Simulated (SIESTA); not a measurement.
Worked example: self-consistent single point of Si (Fd-3m, 2 atoms in the cell) in SIESTA.

Computed with LDA PW92, numerical atomic orbitals TZP, PseudoDojo LDA standard norm-conserving potentials (rewritten from UPF to PSML) in SIESTA 5.4.2.

```
CELL_PARAMETERS angstrom
      0.00000     2.72566     2.72566
      2.72566     0.00000     2.72566
      2.72566     2.72566     0.00000
ATOMIC_POSITIONS crystal
  Si 0.25000 0.25000 0.25000
  Si 0.00000 0.00000 0.00000
```

Reference input (self-consistent single point, DFT, GGA PBE, numerical atomic orbitals TZP, PseudoDojo PBE standard norm-conserving potentials (rewritten from UPF to PSML)): XC.functional = GGA; XC.authors = PBE; potentials = PseudoDojo PBE standard; PAO.BasisSize = TZP; PAO.EnergyShift = 0.01 Ry; MeshCutoff = 350 Ry; kgrid.MonkhorstPack = 8 8 8; OccupationFunction = FD; ElectronicTemperature = 20 meV; MaxSCFIterations = 150; SCF.Mixer.Method = Pulay; SCF.Mixer.Weight = 0.2. This run's input differs from it in these lines:

```diff
@@ -1,2 +1,2 @@
-# files in the folder: Si.psml (PseudoDojo PBE standard)
+# files in the folder: Si.psml (PseudoDojo LDA standard)
 SystemName  Si
@@ -21,4 +21,4 @@
 
-XC.functional                GGA
-XC.authors                   PBE
+XC.functional                LDA
+XC.authors                   PW92
 PAO.BasisSize                TZP
```

The program printed (abridged):

```
        iscf     Eharris(eV)        E_KS(eV)     FreeEng(eV)     dDmax    Ef(eV) dHmax(eV)
   scf:    1     -231.248747     -231.754020     -231.754020  1.786749 -4.596144  0.316749
   scf:    2     -231.763249     -231.758712     -231.758712  0.005695 -4.554929  0.233350
   scf:    3     -231.769021     -231.764512     -231.764512  0.016558 -4.438584  0.004600
   scf:    4     -231.764549     -231.764531     -231.764531  0.001556 -4.438318  0.002261
   scf:    5     -231.764532     -231.764532     -231.764532  0.000218 -4.437394  0.000026
   scf:    6     -231.764532     -231.764532     -231.764532  0.000007 -4.437383  0.000001
SCF Convergence by DM+H criterion
max |DM_out - DM_in|         :     0.0000070916
max |H_out - H_in|      (eV) :     0.0000013132
SCF cycle converged after 6 iterations

Using DM_out to compute the final energy and forces

siesta: E_KS(eV) =             -231.7645

siesta: E_KS - E_eggbox =      -231.7645

siesta: Atomic forces (eV/Ang):
     1    0.000000    0.000000    0.000000
     2   -0.000000   -0.000000   -0.000000
   Tot    0.000000   -0.000000    0.000000
   Max    0.000000
   Res    0.000000    sqrt( Sum f_i^2 / 3N )
   Max    0.000000    constrained

Stress tensor Voigt[x,y,z,yz,xz,xy] (kbar):       21.87       21.87       21.87       -0.00       -0.00       -0.00
(Free)E + p*V (eV/cell)     -232.3173
Target enthalpy (eV/cell)     -231.7645

siesta: Program's energy decomposition (eV):
siesta: FreeEng =      -231.764532

   [... lines left out ...]
siesta: Cell volume =         40.499113 Ang**3
siesta:         -21.86777280        -21.86777280  kBar
   [... lines left out ...]

              0.055
   2  4.000   0.640  -0.007   0.542   0.445   0.445   0.445   0.285   0.285
              0.285   0.080   0.080   0.080   0.095   0.095   0.055   0.095

              0.055

mulliken: Qtot =        8.000

Mulliken Atomic Populations:
Atom #   charge [q] valence [e]  Species
     1     0.000000    4.000000  Si
     2    -0.000000    4.000000  Si
 Total     0.000000
```

The run converged in 6 iterations. Against the reference run the pressure goes from 1.60 to -2.19 GPa and the gap on the mesh goes from 0.602 to 0.507 eV.

The starting cell comes from a database of computed structures (which also holds hypothetical and non-ambient phases and stackings), without a prior relaxation at this level. Its lattice was rescaled by a random factor within 2.5 % of one. Values carry the incompleteness of an atom-centred basis.
